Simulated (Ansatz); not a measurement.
Results of BLYP (Ansatz, an electronic-structure program, PAW) for double-hcp La.

Run with plane-wave cutoff 520 eV, 18×18×6 k mesh (along the axes of the cell as run), Fermi–Dirac smearing 0.05 eV, scalar-relativistic PAW data made under PBE.

Computed points:

| V (Å³/atom) | E − E_lowest (meV/atom) |
|---|---|
| 38.374 | 5.27 |
| 39.174 | 1.29 |
| 39.973 | 0.00 |
| 40.773 | 1.22 |
| 41.572 | 4.75 |

Task: Fit the third-order Birch–Murnaghan equation and give B0 and B′.

Result: V0 = 39.975 Å³/atom, B0 = 25.1 GPa, B′ = 2.7 (fit to the energies at full precision).

Shape and atoms are relaxed at each volume.

Measured, for comparison: bulk modulus 27.9 GPa (room temperature, not corrected to a static lattice; as tabulated in Wikipedia's data pages). Computed (rounded) less measured: bulk modulus -10 %.

Note: the bulk modulus comes from volumes at which shape and atoms were relaxed.

Spin–orbit coupling is not included.

It cost roughly 17 core-minutes of CPU time.
